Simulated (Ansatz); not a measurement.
Input:

```
CELL_PARAMETERS angstrom
      4.52842     0.00000     0.00000
      2.26421     3.92172     0.00000
      2.26421    -1.30724     3.82505
ATOMIC_POSITIONS crystal
  Sn 0.99610 0.00195 0.00585
  Sn 0.50390 0.24805 0.74415
```

No spin polarisation.

All numbers come from PBEsol (Ansatz, a program for electronic structure, PAW, no SOC). Settings: 15×15×15 k-points, 0.1 eV Fermi–Dirac smearing.

Estimate the mean in-plane stress (compression positive).

+2.0 GPa.

Predict the band gap.

Zero.

Estimate the space group.

R-3m (No. 166).

The cells carry an imposed strain or load. Stability against distortions was not tested. The cell was made from Sn in the diamond structure (space group Fd-3m, No. 227) by this change: biaxial strain −2.08 %, plane normal [111], relaxed out of plane.
